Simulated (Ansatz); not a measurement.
N on the 1x1 (110) surface of 3C silicon carbide (cut with top plane C + Si), one in a 2x2 cell, started at the site 'over C at depth 1.5 Å'

Host crystal: 3C silicon carbide, with a band gap (PBE, scalar-relativistic without spin-orbit coupling).

These are PBE (plane waves to 420 eV, PAW; Ansatz, a quantum-chemistry and plane-wave program) values and carry that method's errors.

Model: 49-atom slab, 7.7 Å thick at the start under the adsorbate (thin: gaps and levels are the slab's own), 3x3x1 mesh, Fermi-Dirac 0.01 eV, dipole correction, 24 atoms held, the rest relaxed; start symmetry kept, larger cells not searched; spin-polarised, ending with about 3.0 μB a cell; orders that need a larger cell were not tried, no spin-orbit, no U, no dispersion correction. At the end it is bonded to Si. In PBE this state lies 2.46 eV over the lowest of the starts that converged ('top C').

```json
{
 "adsorption energy against ½ N2(g)": "3.18 eV",
 "change_of_the_step_from_the_bottom_to_the_top_vacuum_level_against_the_clean_slab": "0.62 eV",
 "energy_released_by_relaxation": "0.90 eV",
 "height of the binding atom over the mean of the host atoms within 0.3 Å of the top one": "1.560 Å",
 "magnetic_moment_of_the_cell": "3.00 μB",
 "nearest_host_atoms_of_the_binding_atom": "Si at 1.78 Å, C at 3.01 Å, C at 3.01 Å",
 "largest_move_of_a_host_atom": "0.37 Å",
 "cost": "very roughly 13 core-minutes"
}
```

A negative adsorption energy means that the adsorbate is more stable on the surface than in its reference.
